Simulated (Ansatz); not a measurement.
Start from KTlS2 (space group R-3m, No. 166; a = 3.984 Å, c = 21.707 Å (hexagonal axes); a hypothetical phase, not in the database extracts checked). Axes: x lies along a and z along c of the hexagonal cell.

Level of theory: Ansatz (an electronic-structure program) PBEsol, scalar-relativistic without spin-orbit coupling.

For the base:

```
Quantity                 Value
-------------  ---------------
Gap character  indirect, T → Γ
Band gap               0.89 eV
```

Now apply this change: compressive biaxial strain of 3.65 % in the plane normal to [001], as in epitaxy on a mismatched substrate; the out-of-plane cell vector and the atoms relax.

**Question.** What does the calculation give for the gap character, ratio −ε⊥/ε∥, in-plane stress and band gap after the change?

**Answer.** The gap character changes from indirect, T → Γ to indirect, T → F; the ratio −ε⊥/ε∥ is 0.76; the mean in-plane stress (compression positive) amounts to +3.6 GPa; the band gap rises by 0.03 eV to 0.92 eV.

With Tl present, leaving out spin-orbit coupling can change the band edges. Gaps are Kohn–Sham eigenvalue differences; semilocal functionals usually give less than the measured gap. No phonon test of stability was made.
